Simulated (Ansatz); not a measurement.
## Element substitutions in Nb

Consider Nb in the bcc (W type) structure (space group Im-3m, No. 229; a = 3.271 Å).

Each row replaces one element on all its sites; cell and atoms are relaxed.

Calculations: Ansatz (an electronic-structure program), PBEsol, PAW, cutoff 420 eV, no SOC.

Base values:

| Quantity | Result |
|---|---|
| Volume per atom | 17.50 Å³ |

Problem. The aim is a volume per atom between 7.58 Å³ and 7.93 Å³. Which of these changes reaches it?
A. Nb → Be
B. Nb → Hf
C. Nb → Sb
D. Nb → Ta

Solution. A, Nb → Be. It gives 7.74 Å³; Nb → Sb gives 25.94 Å³; Nb → Hf gives 21.26 Å³; Nb → Ta gives 17.68 Å³. Changes not listed may reach it too

No phonon test of stability was made. For Sb and Be in this form, whether it has been made was not checked. All final runs are without spin polarisation. This is not the structure that Sb has at room temperature and ambient pressure. This is not the structure that Be has at room temperature and ambient pressure. This is not the structure that Hf has at room temperature and ambient pressure.
